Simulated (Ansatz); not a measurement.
# InSe (C2/m, No. 12, 4 atoms in the cell; start mp-21405; a measured phase of this formula has another space group)

These are r²SCAN0 in Ansatz (plane waves, PAW) values and carry that method's errors.

Run with plane-wave cutoff 520 eV, 6×6×6 k mesh, Fermi–Dirac smearing 0.01 eV, scalar-relativistic PAW data made under PBE.

Cell (relaxed with PBEsol):

InSe is taken in the monoclinic space group C2/m (No. 12), Pearson symbol mS8. Cell: a = 11.7503 Å, b = 4.1104 Å, c = 4.5639 Å, α = γ = 90.00°, β = 110.64°. In on 4i sees 3 Se at 2.673–2.698 Å (trigonal pyramidal). Se on 4i has 3 In at 2.673–2.698 Å (trigonal pyramidal). (Neighbours: up to the widest gap in distance over summed covalent radii, below 1.35, at either atom; cation-cation and far metal-metal contacts left out.)
(The calculation used a cell of 4 atoms; values per cell refer to that cell.)

* **band gap**: 2.26 eV
* **smallest direct gap on the k points sampled**: 2.68 eV
* **Γ–Γ gap**: 6.06 eV

Note: cell and atoms aren't relaxed at this level (largest force component 0.40 eV/Å, pressure 0.2 GPa).

Spin–orbit coupling is not included.

Static lattice: no zero-point or thermal effects.

A start named mp-… is a Materials Project structure, which need not be a measured phase.

Ansatz is an electronic-structure program.
